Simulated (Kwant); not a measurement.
Model system: π system c1ccc2ccccc2c1 between two chain leads. The π system is taken as planar. Atoms are numbered from 0 in the order of the SMILES. Site energies (eV, carbon 0): [0.0, 0.0, 0.0, 0.0, 0.0, 0.0, 0.0, 0.0, 0.0, 0.0]. Bonds (i, j, β in eV): (0,1,-3) (1,2,-3) (2,3,-3) (3,4,-3) (4,5,-3) (5,6,-3) (6,7,-3) (7,8,-3) (8,9,-3) (9,0,-3) (8,3,-3). Leads: chains of hopping −4.5 eV, joined by −1.5 eV to atoms 0 and 4.

Site energies and bond integrals are typed Hückel values.

Model: Hückel tight-binding model, one pz orbital an atom, one spin, coherent transport at 0 K (Kwant). Conductance is in e²/h.

Sweep values stay those of the base run.

Base results: transmission at E = 0 < 1e-12; mean G (e²/h) over the sweep 0.099.

**Question.** What follows from this one change: contacts moved from atoms [0, 4] to [0, 1]?

**Answer.** transmission at E = 0 < 1e-12 → 0.012; mean G over the sweep 0.099 → 0.18 e²/h.

**Question.** What follows from this one change: contacts moved from atoms [0, 4] to [0, 7]?

**Answer.** transmission at E = 0 < 1e-12 → 0.012; mean G over the sweep 0.099 → 0.10 e²/h.

**Question.** What follows from this one change: contacts moved from atoms [0, 4] to [2, 7]?

**Answer.** transmission at E = 0 < 1e-12 → 0.012; mean G over the sweep 0.099 → 0.22 e²/h.

**Question.** What follows from this one change: contacts moved from atoms [0, 4] to [0, 9]?

**Answer.** transmission at E = 0 < 1e-12 → 0.048; mean G over the sweep 0.099 → 0.11 e²/h.
